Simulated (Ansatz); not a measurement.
## CuI (P-3m1, No. 164, 4 atoms in the cell; start mp-570081; a measured phase of this formula has another space group)

These are r²SCAN (plane waves, PAW; Ansatz, a quantum-chemistry and plane-wave program) values and carry that method's errors.

Settings: plane-wave cutoff 560 eV, 12×12×6 k mesh (along the axes of the cell as run), Fermi–Dirac smearing 0.01 eV, no spin polarisation, scalar-relativistic PAW data made under PBE.

Cell (relaxed at this level):

```cif
data_Cu2I2
_chemical_formula_sum 'Cu2 I2'
_space_group_name_H-M_alt 'P-3m1'
_space_group_IT_number 164
_space_group_name_Hall '-P 3 2"'
_cell_length_a 4.13701
_cell_length_b 4.13701
_cell_length_c 7.46594
_cell_angle_alpha 90.000
_cell_angle_beta 90.000
_cell_angle_gamma 120.000
loop_
_atom_site_label
_atom_site_type_symbol
_atom_site_symmetry_multiplicity
_atom_site_Wyckoff_symbol
_atom_site_fract_x
_atom_site_fract_y
_atom_site_fract_z
_atom_site_occupancy
Cu1 Cu 2 d 0.33333 0.66667 0.40873 1
I1 I 2 d 0.66667 0.33333 0.24550 1
```

* **band gap**: 2.14 eV (on the SCF k mesh)

Note: the relaxation could not lower the start's symmetry, so the cell can be a saddle point above a distorted one; the cell has widely spaced layers and the level no dispersion term, so their spacing and the moduli can rest on weak binding.

Spin–orbit coupling is not included; with these elements it can move the gap by several tenths of an eV or more.

The computed numbers hold no vibrational or temperature effects.

It cost roughly 12 core-minutes of CPU time.

A start named mp-… is a Materials Project structure, which need not be a measured phase.
